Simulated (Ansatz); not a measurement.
Take HfO₂ (space group Pca2_1, No. 29; a = 5.247 Å, b = 5.031 Å, c = 5.060 Å) as the base. Axes: x, y, z lie along a, b, c of the conventional cell.

Method: r2SCAN/PAW in Ansatz (an electronic-structure program), without spin-orbit coupling, earlier PAW set.

For the base:

Pressure: 0.00 GPa
Shortest interatomic distance: 2.031 Å

Now apply this change: uniaxial strain ε_yy = −3.08 %, all other strain components held at zero, atoms relaxed at fixed cell.

### Question
What does the calculation give for the pressure after the change?

### Answer
The pressure (mean of the normal stresses, compression positive) goes from zero to 7.51 GPa.

### Question
Predict the new shortest interatomic distance.

### Answer
The shortest interatomic distance shrinks by 0.0259 Å to 2.006 Å.

### Question
What happens to the energy relative to the base?

### Answer
The energy goes up by 14 meV/atom.

### Question
Predict the new largest internal atomic displacement.

### Answer
The largest internal atomic displacement comes out as 0.058 Å.

Stability against distortions was not tested. This is not the structure that HfO2 has at room temperature and ambient pressure.
